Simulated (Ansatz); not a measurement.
The reference is Ca$_{3}$SnO in the anti-perovskite structure (space group Pm-3m, No. 221; a = 4.775 Å). Axes: x, y, z lie along the cube axes.

Computed with plane-wave PAW DFT at the PBEsol level (Ansatz, a program for electronic structure, 420 eV), no SOC.

Strains are applied to the cell and any free atomic positions relax; under biaxial strain the out-of-plane vector relaxes too; under stress the whole cell relaxes.

One change was made to it. Results:

The volume per atom decreases by 0.64 Å³ to 21.13 Å³; the energy increases by 7.6 meV/atom.

**Question.** Which change produced these results?
A) uniaxial stress, 0.5 GPa tension along z
B) biaxial strain −1.99 %, plane normal [001], relaxed out of plane
C) biaxial strain −4.77 %, plane normal [110], relaxed out of plane

**Answer.** B, biaxial strain −1.99 %, plane normal [001], relaxed out of plane. For comparison, the energy relative to the base in the other runs: uniaxial stress, 0.5 GPa tension along z gives +0.2 meV/atom; biaxial strain −4.77 %, plane normal [110], relaxed out of plane gives +50 meV/atom.

Stability under load was not tested beyond the relaxation. The final runs are not spin-polarised.
